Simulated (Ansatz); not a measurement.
The starting structures come from a database of crystals and need not be the phases stable at ambient conditions.

Inside the gap of an insulator the Bloch states are evanescent, with a wavenumber k + iκ along the transport direction.

Consider the following.

```yaml
crystal:
  lattice:
    - [6.45778, 0.00000, 0.00000]
    - [0.00000, 7.56673, 0.00000]
    - [0.00000, 0.00000, 6.20402]
  atoms:
    - { symbol: Mg, position: [0.34544, 0.50000, 0.99712] }
    - { symbol: Mg, position: [0.65456, 0.00000, 0.49712] }
    - { symbol: Si, position: [0.67787, 0.50000, 0.49886] }
    - { symbol: Si, position: [0.32213, 0.00000, 0.99886] }
    - { symbol: Cu, position: [0.82269, 0.75238, 0.00677] }
    - { symbol: Cu, position: [0.17731, 0.74762, 0.50677] }
    - { symbol: Cu, position: [0.82269, 0.24762, 0.00677] }
    - { symbol: Cu, position: [0.17731, 0.25238, 0.50677] }
    - { symbol: S, position: [0.83837, 0.72921, 0.37682] }
    - { symbol: S, position: [0.16163, 0.77079, 0.87682] }
    - { symbol: S, position: [0.83837, 0.27079, 0.37682] }
    - { symbol: S, position: [0.16163, 0.22921, 0.87682] }
    - { symbol: S, position: [0.69416, 0.50000, 0.84623] }
    - { symbol: S, position: [0.30584, 0.00000, 0.34623] }
    - { symbol: S, position: [0.35932, 0.50000, 0.39552] }
    - { symbol: S, position: [0.64068, 0.00000, 0.89552] }
```

Space group of this cell: Pmn2_1. The cell is taken as given; by PBEsol its mean pressure is -2.6 GPa.

Transport runs along the normal of the first two printed cell vectors.

The gap is the functional's own, uncorrected, and κ follows it; spin-orbit coupling is left out. Mid-gap values are interpolated between the computed energies.

### Question
State the band gap and the smallest decay constant κ at mid-gap according to PBEsol (Ansatz, a first-principles code).

### Answer
Gap 1.58 eV on a 6×4×6 mesh; κ = 0.153 1/Å, at the zone centre.
